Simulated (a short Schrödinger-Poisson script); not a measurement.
**Symmetric double-gate stack, SiO2 on p-type Si(110)**

Stack: symmetric double-gate stack, SiO2 on p-type Si(110), at 300 K.

```tsv
layer	material	thickness (nm)	Na (cm⁻³)
1	SiO2	3.8	-
2	Si	5	9e17
3	SiO2	3.8	-
```

Constants are typed, rounded textbook-type inputs, not results; the design itself was drawn at random and stands for no fabricated device. SiO2: permittivity 3.9, conduction-band edge (eV) 3.15, gap (eV) 9, electron mass (mₑ) 0.5. Si: permittivity 11.7, conduction-band edge (eV) 0, gap (eV) 1.124, Nv at 300 K (cm⁻³) 3.1e19.

Channel valleys (confinement mass, in-plane density-of-states mass, number): Δ4 0.315, 0.324, 4; Δ2 0.19, 0.417, 2. At the gates, both at one voltage, the conduction-band edge of layer 1 lies 3.58 eV − eVg above the Fermi level of the channel. Gaps are held at their typed values at every temperature. Mesh 0.03 nm at interfaces.

From a short Schrödinger-Poisson script (our own, NumPy): 1D Poisson equation in equilibrium, electrons quantum, Hartree (BenDaniel-Duke, 12 states a valley, the channel's in-plane mass for all, wave functions ending at the dielectric), parabolic valleys, classical holes, full ionisation, no traps, pinning or gate leakage.

| Vg (V) | electrons (cm⁻²) | C (μF/cm²) | Δ4 E0 (meV) | Δ4 E1 (meV) | Δ2 E0 (meV) | Δ2 E1 (meV) |
|---|---|---|---|---|---|---|
| 0.15 | 9.72e6 | < 0.003 | 371.2 | 513.8 | 402.6 | 639.4 |
| 0.3 | 3.18e9 | 0.0198 | 221.5 | 364.1 | 252.9 | 489.7 |
| 0.45 | 3.15e11 | 0.882 | 102.5 | 244.3 | 133.9 | 369.9 |
| 0.6 | 1.42e12 | 1.36 | 62.7 | 201.8 | 94.2 | 327.5 |
| 0.75 | 2.75e12 | 1.47 | 44.8 | 180.7 | 76.2 | 306.4 |
| 0.9 | 4.15e12 | 1.51 | 33.2 | 166.0 | 64.7 | 291.7 |
| 1.05 | 5.58e12 | 1.54 | 24.6 | 154.1 | 56.2 | 279.9 |
| 1.2 | 7.02e12 | 1.55 | 17.6 | 144.0 | 49.4 | 269.9 |
| 1.35 | 8.48e12 | 1.56 | 11.7 | 134.9 | 43.6 | 260.9 |
| 1.5 | 9.95e12 | 1.57 | 6.6 | 126.7 | 38.7 | 252.9 |
| 1.65 | 1.14e13 | 1.58 | 2.0 | 119.1 | 34.3 | 245.4 |
| 1.8 | 1.29e13 | 1.59 | -2.2 | 112.0 | 30.3 | 238.4 |
| 1.95 | 1.44e13 | 1.59 | -6.0 | 105.3 | 26.7 | 231.9 |
| 2.1 | 1.59e13 | 1.60 | -9.6 | 98.9 | 23.4 | 225.8 |
| 2.25 | 1.74e13 | 1.60 | -12.9 | 92.9 | 20.4 | 219.9 |
| 2.4 | 1.89e13 | 1.61 | -16.1 | 87.1 | 17.5 | 214.4 |
| 2.55 | 2.04e13 | 1.61 | -19.1 | 81.6 | 14.9 | 209.1 |

Gate voltages with under 1e6 electrons/cm² are left out.

Subbands count from the Fermi level. The capacitance is that of both gates.
